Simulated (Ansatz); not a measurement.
Levels about the gap of amorphous Si₂₄O₅₀Sn (75 atoms in a cell of 1129 Å³, 2.34 g/cm³; zone centre alone, so wide bands show as single levels with stretches between that a denser mesh fills), at the geometry that PBE relaxed, where it gives 0.0 GPa on a denser mesh. The participation number counts the atoms over which a state spreads; weights are charges in smoothed Voronoi cells. The levels come from a single point, so bond lengths are those of that geometry. Method of the levels: PBE, scalar-relativistic without spin-orbit coupling (Ansatz, a program for electronic structure). Sampling: the zone centre alone; Fermi-Dirac width 0.02 eV; no spin polarisation. At PBE the levels at both edges of the gap are localised (band-tail or defect states), and the nearest spread-out levels lie 5.6 eV apart at the zone centre.

It comes from a melt-quench run on a machine-learned potential (CHGNet), relaxed afterwards by DFT. O atoms were pushed apart under 1.9 Å during the dynamics, to hinder bonds among them. The hot cell started wider than the set density and was brought back towards it in steps. It is the lowest in DFT energy of 2 quenches. It is a model cell: composition and starting density were chosen by hand, and all elements were melted together. No dispersion term was used. Its density started from a set value of 2.34 and ended at 2.34 g/cm³. The quench (nominally 400 K/ps over its main leg) was far faster than any real one, so the model tends to hold more defects than a real film. Values belong to this one cell and scatter from quench to quench. The volume was held where the preparation left it, at a PBE pressure of 0.0 GPa. Stress components on the final sampling reach 2.3 GPa.

```tsv
E - E(highest filled), eV	filling	participation number	largest on	weight O	weight Sn	weight Si
-0.35	filled	30.5	O, 2 neighbours	0.96	0.00	0.03
-0.32	filled	19.4	O, 2 neighbours	0.96	0.00	0.04
-0.29	filled	20.9	O, 2 neighbours	0.96	0.00	0.04
-0.24	filled	21.4	O, 2 neighbours	0.96	0.00	0.04
-0.19	filled	21.7	O, 2 neighbours	0.97	0.00	0.03
-0.18	filled	14.8	O, 2 neighbours	0.97	0.00	0.03
0.00	filled	7.8	O, 2 neighbours	0.97	0.00	0.03
3.40	empty	6.0	Sn, 4 neighbours	0.57	0.35	0.08
5.40	empty	58.1	Sn, 4 neighbours	0.69	0.05	0.26
5.85	empty	6.0	Sn, 4 neighbours	0.54	0.37	0.10
```

Most localised among these is the empty level at +5.85 eV, on a Sn atom, which has 4 neighbours (O 1.97 Å, O 1.99 Å, O 2.00 Å, O 2.00 Å).
